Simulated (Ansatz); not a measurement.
Take Mg in the hcp (Mg type) structure (space group P6_3/mmc, No. 194; a = 3.195 Å, c = 5.197 Å; relaxed with 0.1 eV smearing) as the base. Axes: x lies along a and z along c of the hexagonal cell.

Method: PBE, PAW, 420 eV (Ansatz, a quantum-chemistry and plane-wave program; no SOC).

Perturbation: the cell is compressed by 1.00 % along z with no lateral relaxation, atoms relaxed at fixed cell.

Task: Predict the new stress.

Result: The stress (xx, yy, zz, yz, xz, xy; compression positive) comes out as (0.2, 0.2, 0.7, 0.0, 0.0, 0.0) GPa.

Task: What happens to the energy relative to the base?

Result: The energy grows by 0.5 meV/atom.

The cells carry an imposed strain or load. Whether these cells are dynamically stable was not tested.
